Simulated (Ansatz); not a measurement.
The parent structure is MgS in the rock salt structure (space group Fm-3m, No. 225; a = 5.182 Å). Axes: x, y, z lie along the cube axes.

Perturbation: compressive biaxial strain of 4.53 % in the plane normal to [001], as in epitaxy on a mismatched substrate; the out-of-plane cell vector and the atoms relax.

Levels (all Ansatz, a first-principles code, PAW): PBEsol (420 eV, no spin-orbit coupling); r2SCAN (500 eV, without spin-orbit coupling); HSE06 (420 eV, scalar-relativistic without spin-orbit coupling).

One geometry, relaxed with PBEsol, under each level:

```json
[
 {"level": "PBEsol", "band gap": "2.59 eV", "lowest conduction level above the VBM at special points": "X 2.59 eV; M 3.06 eV; Γ 4.06 eV; N 4.25 eV", "electron mass": "0.50 mₑ along k, 0.31 mₑ across (at X)", "hole mass": "0.23 mₑ out of plane, 0.96 mₑ in plane (at Γ)", "pressure": "6.98 GPa"},
 {"level": "r2SCAN", "band gap": "3.36 eV", "lowest conduction level above the VBM at special points": "X 3.36 eV; M 3.85 eV; Γ 5.15 eV; N 5.06 eV", "electron mass": "0.50 mₑ along k, 0.32 mₑ across (at X)", "hole mass": "0.25 mₑ out of plane, 0.96 mₑ in plane (at Γ)", "pressure": "8.43 GPa"},
 {"level": "HSE06", "band gap": "3.70 eV", "lowest conduction level above the VBM at special points": "X 3.70 eV; M 4.19 eV; Γ 5.32 eV", "electron mass": "–", "hole mass": "–", "pressure": "–"}
]
```

Single points use the geometry relaxed with PBEsol. Their cutoffs differ, which shifts pressures a little. HSE06 was sampled on its mesh, a few special points and the semilocal edge points, so its gap is an upper bound. Effective masses come from finite differences of ±0.01 Å⁻¹. Along k means along the line from Γ to the band edge. Stability against distortions was not tested. The base started in P3_121 and relaxed to Fm-3m at this level. Labels are those of the standard path for the cell's own space group.
